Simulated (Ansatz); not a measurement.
Base system: Be in the diamond structure (space group Fd-3m, No. 227; a = 4.8754 Å; a hypothetical phase, not in the database extracts checked; relaxed with 0.1 eV smearing). Axes: x, y, z lie along the cube axes.

Level of theory: PBEsol (Ansatz, a program for electronic structure), without spin-orbit coupling.

It is then changed as follows: the cell is scaled by 0.9890 in all directions, atoms relaxed at fixed cell.

Q: Predict the stress tensor and what it implies for the stiffness.

A: Stress of the strained cell less that of the base (GPa, compression positive):
```
    1.6     0.0     0.0
    0.0     1.6     0.0
    0.0     0.0     1.6
```

Then B = −ΔP/(ΔV/V₀) with ΔV/V₀ = -0.0326 gives secant stiffness values (nonlinear terms included at this strain): B ≈ 49 GPa.

Stability against distortions was not tested.
